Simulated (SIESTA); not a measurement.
**Parameter sweep on TaNbCN (R3m, 4 atoms in the cell)**

```
TaNbCN
1.0
    1.56441     0.90321     5.13259
   -1.56441     0.90321     5.13259
    0.00000    -1.80642     5.13259
Ta Nb C N
1 1 1 1
Direct
  0.25590   0.25590   0.25590
  0.74245   0.74245   0.74245
  0.99772   0.99772   0.99772
  0.50393   0.50393   0.50393
```

Base run A: LDA PW92, numerical atomic orbitals DZP, PseudoDojo LDA standard norm-conserving potentials (rewritten from UPF to PSML) run with SIESTA, self-consistent single point.

Its settings: XC.functional = LDA; XC.authors = PW92; potentials = PseudoDojo LDA standard; PAO.BasisSize = DZP; PAO.EnergyShift = 0.01 Ry; MeshCutoff = 300 Ry; kgrid.MonkhorstPack = 8 8 8; OccupationFunction = FD; ElectronicTemperature = 1160.45 K; MaxSCFIterations = 150; SCF.Mixer.Method = Pulay; SCF.Mixer.Weight = 0.1; SCF.Mixer.History = 6; SCF.DM.Tolerance = 1.0E-04.

The starting cell comes from a database of computed structures (which also holds hypothetical and non-ambient phases and stackings), without a prior relaxation at this level. Its lattice was rescaled by a random factor within 2.5 % of one. Spin polarisation is off; with an odd number of electrons in the cell that forces a metal, and a magnetic state may lie lower. Values carry the incompleteness of an atom-centred basis. In the base run, with a pressure of about -4 GPa the cell is away from its equilibrium volume at this level.

ΔF is the free energy per atom less that of run A. A dash stands where there is no value to compare (another energy zero or no entropy term, no result, no spin, no clean gap, or a mesh too coarse for one). 

Run A gave: pressure (GPa) -4.12; largest force (eV/Å) 0.330; ending converged.

Runs:
- B: SCF.DM.Tolerance: 1.0E-04 → default; SCF.DM.Converge: default → false; SCF.H.Converge: default → false; SCF.FreeE.Converge: default → true; SCF.FreeE.Tolerance: default → 1.0E-01 eV
- C: SCF.DM.Tolerance: 1.0E-04 → default; SCF.DM.Converge: default → false; SCF.H.Converge: default → false; SCF.FreeE.Converge: default → true; SCF.FreeE.Tolerance: default → 1.0E-02 eV
- D: SCF.DM.Tolerance: 1.0E-04 → default; SCF.DM.Converge: default → false; SCF.H.Converge: default → false; SCF.FreeE.Converge: default → true; SCF.FreeE.Tolerance: default → 1.0E-03 eV
- E: SCF.DM.Tolerance: 1.0E-04 → default; SCF.DM.Converge: default → false; SCF.H.Converge: default → false; SCF.FreeE.Converge: default → true; SCF.FreeE.Tolerance: default → 1.0E-04 eV
- F: SCF.DM.Tolerance: 1.0E-04 → default; SCF.DM.Converge: default → false; SCF.H.Converge: default → false; SCF.FreeE.Converge: default → true; SCF.FreeE.Tolerance: default → 1.0E-05 eV
- G: SCF.DM.Tolerance: 1.0E-04 → default; SCF.DM.Converge: default → false; SCF.H.Converge: default → false; SCF.FreeE.Converge: default → true; SCF.FreeE.Tolerance: default → 1.0E-06 eV
- H: SCF.DM.Tolerance: 1.0E-04 → default; SCF.DM.Converge: default → false; SCF.H.Converge: default → false; SCF.FreeE.Converge: default → true; SCF.FreeE.Tolerance: default → 1.0E-08 eV
- I: SCF.DM.Tolerance: 1.0E-04 → default; SCF.DM.Converge: default → false; SCF.H.Converge: default → false; SCF.FreeE.Converge: default → true; SCF.FreeE.Tolerance: default → 1.0E-10 eV
- J: SCF.DM.Tolerance: 1.0E-04 → default; SCF.DM.Converge: default → false; SCF.H.Converge: default → false; SCF.FreeE.Converge: default → true; SCF.FreeE.Tolerance: default → 1.0E-12 eV

**Question.** What does run C change against A?

**Answer.** The free energy hardly moves (within 1 meV/atom), the pressure goes from -4.12 to -4.62 GPa and the largest force goes from 0.330 to 0.438 eV/Å.

**Question.** What does run D change against A?

**Answer.** The free energy hardly moves (within 1 meV/atom), the pressure goes from -4.12 to -4.62 GPa and the largest force goes from 0.330 to 0.438 eV/Å.

**Question.** What does run B change against A?

**Answer.** The free energy rises by 47.1 meV/atom, the pressure goes from -4.12 to -7.91 GPa and the largest force goes from 0.330 to 0.695 eV/Å.

| run | ΔF (meV/atom) | pressure (GPa) | largest force (eV/Å) | ending |
|---|---|---|---|---|
| A | 0.00 | -4.12 | 0.330 | converged |
| B | 47.1 | -7.91 | 0.695 | converged |
| C | 0.83 | -4.62 | 0.438 | converged |
| D | 0.83 | -4.62 | 0.438 | converged |
| E | 0.00 | -4.14 | 0.328 | converged |
| F | 0.00 | -4.14 | 0.328 | converged |
| G | 0.00 | -4.12 | 0.330 | converged |
| H | 0.00 | -4.12 | 0.330 | converged |
| I | 0.00 | -4.12 | 0.330 | converged |
| J | – | – | – | not converged |
